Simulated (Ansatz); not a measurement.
**Cu, point defects**

The parent structure is a 12-atom supercell of Cu in the fcc (Cu type) structure (space group Fm-3m, No. 225; a = 3.577 Å) at its relaxed geometry.

One neutral defect a cell, atoms relaxed at fixed cell.

Level of theory: plane-wave PAW DFT at the r2SCAN level (Ansatz, an electronic-structure program, 500 eV), no spin-orbit coupling.

| variant | pressure | largest displacement of a host atom from its site in the perfect cell |
|---|---|---|
| perfect supercell | 0.0 GPa | – |
| Au on a Cu site, symmetric start | 9.0 GPa | 0.06 Å |
| Li interstitial (started 1.55 Å from the nearest host atom), symmetric start | 19.9 GPa | 0.74 Å |
| H interstitial (started 1.55 Å from the nearest host atom), symmetric start | 5.0 GPa | 0.10 Å |

In so small a cell the defect repeats every few ångströms: this is an ordered compound, not a dilute defect. The defect started on the symmetric site and kept its symmetry, so it may sit on a saddle. The final runs are not spin-polarised.
